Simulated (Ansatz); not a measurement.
AlN (model structure, started from the BN type, Pm-3n, No. 223, 12 atoms in the cell) was calculated with r²SCAN (Ansatz, a first-principles code, PAW).

Run with plane-wave cutoff 560 eV, 6×6×6 k mesh, Fermi–Dirac smearing 0.01 eV, scalar-relativistic PAW data made under PBE.

Cell (relaxed with PBEsol):

```cif
data_Al6N6
_chemical_formula_sum 'Al6 N6'
_space_group_name_H-M_alt 'Pm-3n'
_space_group_IT_number 223
_space_group_name_Hall '-P 4n 2 3'
_cell_length_a 5.34384
_cell_length_b 5.34384
_cell_length_c 5.34384
_cell_angle_alpha 90.000
_cell_angle_beta 90.000
_cell_angle_gamma 90.000
loop_
_atom_site_label
_atom_site_type_symbol
_atom_site_symmetry_multiplicity
_atom_site_Wyckoff_symbol
_atom_site_fract_x
_atom_site_fract_y
_atom_site_fract_z
_atom_site_occupancy
Al1 Al 6 c 0.00000 0.50000 0.25000 1
N1 N 6 d 0.00000 0.25000 0.50000 1
```

Task: Estimate the band gap that the calculation returns.

Result: 
- band gap = 2.99 eV (direct)

Note: the relaxation could raise the start's symmetry but not lower it, so the cell can be a saddle point; cell and atoms aren't relaxed at this level (pressure -1.4 GPa).

The computed numbers hold no vibrational or temperature effects.

A model structure was made by putting elements into a prototype or built by hand; it is no filed structure, need not be a known phase, and can be a saddle point held by its symmetry.
